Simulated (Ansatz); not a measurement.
The reference is Rh in the fcc (Cu type) structure (space group Fm-3m, No. 225; relaxed with 0.1 eV smearing).

```yaml
crystal:
  lattice:
    - [0.00000, 1.90077, 1.90077]
    - [1.90077, 0.00000, 1.90077]
    - [1.90077, 1.90077, 0.00000]
  atoms:
    - { symbol: Rh, position: [0.00000, 0.00000, 0.00000] }
```

Computed with plane-wave PAW DFT at the r2SCAN level (Ansatz, an electronic-structure program, 500 eV), no SOC.

Strains are applied to the cell and any free atomic positions relax.

One change was made to it. Results:

The pressure goes from zero to 32.3 GPa; the energy increases by 110 meV/atom.

Question: Which of these changes matches the shifts?
A) isotropic strain −1.00 %
B) isotropic strain −0.50 %
C) isotropic strain −3.00 %

Answer: C, isotropic strain −3.00 %. For comparison, the energy relative to the base in the other runs: isotropic strain −1.00 % gives +11 meV/atom; isotropic strain −0.50 % gives +2.8 meV/atom.

Stability against distortions was not tested. The final runs are not spin-polarised.
